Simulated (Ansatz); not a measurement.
Where the default PAW files enter, the runs use the earlier of Ansatz's two default sets.

Inside the gap of an insulator the Bloch states are evanescent, with a wavenumber k + iκ along the transport direction.

Consider the following.

```xyz
3
Lattice="3.9004 0.0000 0.0000 -1.9502 3.3779 0.0000 1.9502 1.1260 3.1847" Properties=species:S:1:pos:R:3 pbc="T T T"
Ca     0.0000     0.0000     0.0000
F      1.9502     1.1260     0.7962
F      1.9502     3.3779     2.3885
```

Space group of this cell: Fm-3m, fluorite. The cell is taken as given; by r2SCAN its mean pressure is -3.4 GPa.

Transport runs along the normal of the first two printed cell vectors, the (111) plane of the conventional cell.

The gap is the functional's own. No spin-orbit coupling. Mid-gap values are interpolated on the energy grid.

Question: Predict the band gap and the smallest decay constant κ at mid-gap from r2SCAN (Ansatz, a first-principles code).

Answer: Gap 7.78 eV on a 12×12×12 mesh; κ = 0.569 1/Å, at the zone centre.
